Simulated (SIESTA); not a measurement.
A self-consistent single point of a (001) slab of Cu3Sn (cut from a parent of space group no. 62; 16 atoms in the cell) with SIESTA.

Method of the run: LDA CA, numerical atomic orbitals DZP, PseudoDojo LDA standard norm-conserving potentials (rewritten from UPF to PSML) (SIESTA).

```yaml
crystal:
  lattice:
    - [7.24209, 0.00000, 0.00000]
    - [0.00000, 9.60110, 0.00000]
    - [0.00000, 0.00000, 22.26830]
  atoms:
    - { symbol: Cu, position: [0.03600, 0.25000, 0.55538] }
    - { symbol: Cu, position: [0.53600, 0.25000, 0.49654] }
    - { symbol: Cu, position: [0.96400, 0.75000, 0.64075] }
    - { symbol: Cu, position: [0.46400, 0.75000, 0.41117] }
    - { symbol: Cu, position: [0.18600, 0.06300, 0.40425] }
    - { symbol: Cu, position: [0.68600, 0.43700, 0.35925] }
    - { symbol: Cu, position: [0.81400, 0.56300, 0.50346] }
    - { symbol: Cu, position: [0.31400, 0.93700, 0.54845] }
    - { symbol: Cu, position: [0.81400, 0.93700, 0.50346] }
    - { symbol: Cu, position: [0.31400, 0.56300, 0.54845] }
    - { symbol: Cu, position: [0.18600, 0.43700, 0.40425] }
    - { symbol: Cu, position: [0.68600, 0.06300, 0.35925] }
    - { symbol: Sn, position: [0.39000, 0.25000, 0.61248] }
    - { symbol: Sn, position: [0.89000, 0.25000, 0.43943] }
    - { symbol: Sn, position: [0.61000, 0.75000, 0.58364] }
    - { symbol: Sn, position: [0.11000, 0.75000, 0.46828] }
```

Reference input (self-consistent single point, DFT, GGA PBE, numerical atomic orbitals DZP, PseudoDojo PBE standard norm-conserving potentials (rewritten from UPF to PSML)): XC.functional = GGA; XC.authors = PBE; potentials = PseudoDojo PBE standard; PAO.BasisSize = DZP; PAO.EnergyShift = 0.005 Ry; MeshCutoff = 350 Ry; kgrid.MonkhorstPack = 3 3 1; OccupationFunction = MP; OccupationMPOrder = 0; ElectronicTemperature = 0.1 eV; MaxSCFIterations = 150; SCF.Mixer.Method = Pulay. This run's input differs from it in these lines:

```diff
@@ -1,2 +1,2 @@
-# files in the folder: Cu.psml Sn.psml (PseudoDojo PBE standard)
+# files in the folder: Cu.psml Sn.psml (PseudoDojo LDA standard)
 SystemName  Cu3Sn
@@ -36,4 +36,4 @@
 
-XC.functional                GGA
-XC.authors                   PBE
+XC.functional                LDA
+XC.authors                   CA
 PAO.BasisSize                DZP
```

Output, abridged:

```
        iscf     Eharris(eV)        E_KS(eV)     FreeEng(eV)     dDmax    Ef(eV) dHmax(eV)
   scf:    1   -68311.489209   -69694.986761   -69695.434064  3.384854 -0.262673 71.191799
   scf:    2   -68820.168437   -69908.412608   -69908.553374  4.232664 -4.632962128.248455
   scf:    3   -69903.888996   -70285.062093   -70285.103794  2.108024 -4.429624 51.511759
   scf:    4   -70356.121164   -70352.243812   -70352.284474  0.890380 -4.273566 24.902078
   scf:    5   -70363.572262   -70359.795493   -70359.864055  0.180178 -4.300055 20.552602
   [... 10 lines left out ...]
   scf:   16   -70368.724191   -70368.724148   -70368.792827  0.000462 -3.994322  0.004058
   scf:   17   -70368.724138   -70368.724143   -70368.792829  0.000488 -3.995875  0.003163
   scf:   18   -70368.724148   -70368.724146   -70368.792829  0.000172 -3.996466  0.000691
   scf:   19   -70368.724148   -70368.724147   -70368.792830  0.000020 -3.996569  0.000435
SCF Convergence by DM+H criterion
max |DM_out - DM_in|         :     0.0000198228
max |H_out - H_in|      (eV) :     0.0004353024
SCF cycle converged after 19 iterations

Using DM_out to compute the final energy and forces

siesta: E_KS(eV) =           -70368.7241

siesta: E_KS - E_eggbox =    -70368.7241

siesta: Atomic forces (eV/Ang):
     1    0.706817   -0.000000   -0.644771
     2    0.128499   -0.000000    0.231959
     3   -0.712858   -0.000000   -1.581610
     4   -0.513717   -0.000000    0.794201
     5   -0.398297    0.150812    0.980269
     6    0.171686   -0.614247    1.566368
     7    0.117331    0.424059   -0.177118
     8    0.169491   -0.213050   -0.469759
     9    0.117331   -0.424059   -0.177118
    10    0.169491    0.213050   -0.469759
    11   -0.398297   -0.150812    0.980269
   [... lines left out ...]
siesta: FreeEng =    -70368.792830
   [... lines left out ...]

siesta: Cell volume =       1548.359630 Ang**3

siesta: Pressure (static):
siesta:                Solid            Molecule  Units
siesta:          -0.00026872         -0.00018380  Ry/Bohr**3
siesta:          -0.02467279         -0.01687577  eV/Ang**3
siesta:         -39.53017507        -27.03796962  kBar

siesta: Electric dipole (a.u.)  =    0.000000    0.000000   -0.265311
siesta: Electric dipole (Debye) =    0.000000    0.000000   -0.674354
```

The run converged in 19 iterations. Against the reference run the largest force goes from 1.513 to 2.039 eV/Å. The full log also holds: “xc_check: WARNING: Pseudopotential generated with LDA PW92 functional”.

The starting cell was generated: these elements placed on a structure prototype, without a prior relaxation; it need not be a known phase or ordering of this composition. The slab is cut from that crystal, and its faces are unrelaxed. Its lattice was rescaled in the plane by a random factor within 2.5 % of one. Spin polarisation is off. Values carry the incompleteness of an atom-centred basis. Forces in this geometry exceed 1 eV/Å.

Cost on one core of a shared machine: roughly 80 s.
